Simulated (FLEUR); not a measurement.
Band structure of ReTc (P-6m2, 2 atoms in the cell).

```
CELL_PARAMETERS angstrom
      2.74930     0.00000     0.00000
     -1.37465     2.38096     0.00000
      0.00000     0.00000     4.44027
ATOMIC_POSITIONS crystal
  Tc 0.66667 0.33333 0.00000
  Re 0.00000 0.00000 0.50000
```

Method of the run: PBEsol, all-electron FLAPW (FLEUR), scalar-relativistic valence in FLEUR.

Settings: Kmax = 4.2 1/bohr; GmaxXC = 16.8 1/bohr; xcFunctional = PBEs; jspins = 1; l_soc = F; mode = hist; fermiSmearingEnergy = 0.00734986 Htr; mesh (inpgen div1-3) = 11 11 6; inpgen gamma flag = true; Gmax = 16.8 1/bohr; numbands = 0; maxIterBroyd = 25; imix = Anderson; alpha = 0.05.

The starting cell comes from a database of computed structures (which also holds hypothetical and non-ambient phases and stackings), without a prior relaxation at this level. Spin-orbit coupling is off. Spin polarisation is off. Values depend on the basis (sphere radii, cutoffs, local orbitals), which need not be converged.

Levels in eV from the Fermi level, bands 12 to 19:
```
point     12     13     14     15     16    17    18    19
-----  -----  -----  -----  -----  -----  ----  ----  ----
Γ      -1.56  -1.56  -0.79  -0.79   0.04  0.04  1.08  3.01
M      -1.89  -1.32  -1.27  -0.55   3.09  3.85  4.40  5.50
K      -3.13  -2.00  -2.00  -0.06   2.51  2.75  3.06  6.51
A      -2.16  -1.72  -1.72  -1.65  -1.65  1.93  1.93  2.52
L      -3.79   0.09   0.49   1.16   1.23  3.19  4.39  4.48
H      -3.46  -2.07  -1.85  -0.06  -0.01  2.82  3.20  9.05
```
